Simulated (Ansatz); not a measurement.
## Hypothetical diamond Re, pressure series

Consider Re in the diamond structure (space group Fd-3m, No. 227; a = 5.6512 Å; a hypothetical phase, not in the database extracts checked).

Cell and atoms are relaxed at each pressure.

The values are results of PBE (Ansatz, a first-principles code), scalar-relativistic without spin-orbit coupling, not measurements.

Notes on the quantities. enthalpy: H = E + PV relative to the base's energy.

```csv
variant,lattice parameter a,enthalpy
base,565.1 pm,–
pressure −2 GPa,567.3 pm,-0.28 eV/atom
pressure −1 GPa,566.2 pm,-0.14 eV/atom
pressure 0.3 GPa,564.8 pm,+0.04 eV/atom
pressure 0.7 GPa,564.4 pm,+0.10 eV/atom
pressure 1.5 GPa,563.6 pm,+0.21 eV/atom
pressure 3 GPa,562.1 pm,+0.42 eV/atom
pressure 5 GPa,560.1 pm,+0.69 eV/atom
pressure 7.5 GPa,557.9 pm,+1.04 eV/atom
pressure 10 GPa,555.7 pm,+1.37 eV/atom
```

Load acts through the strain it causes; cell and atoms are relaxed under it. Stability against distortions was not tested. No other phases were tried under pressure. All final runs are without spin polarisation.
